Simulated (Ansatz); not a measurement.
Results of PBEsol (plane waves, PAW; Ansatz, a first-principles code) for L1₀ (CuAu-type) FeNi.

Run with plane-wave cutoff 520 eV, 22×22×16 k mesh (along the axes of the cell as run), Fermi–Dirac smearing 0.05 eV, spin-polarised with parallel moments, scalar-relativistic PAW data made under PBE.

Cell (relaxed at this level):

```
FeNi
1.0
    2.46850     0.00000     0.00000
    0.00000     2.46850     0.00000
    0.00000     0.00000     3.53227
Fe Ni
1 1
Direct
  0.00000   0.00000   0.00000
  0.50000   0.50000   0.50000
```
Starting moments (μB, in the order of the record's atoms Fe Ni): 4.0 2.0.

### Question
Give the computed bulk modulus.

### Answer

- bulk modulus = 203 GPa

The run finds no gap.

Note: the magnetic order was assumed, not searched for or taken from measurement; the bulk modulus is −V dP/dV from two relaxed cells at ±2 % in volume; the volume lies 6 % below that of the published cell.

Static lattice: no zero-point or thermal effects.
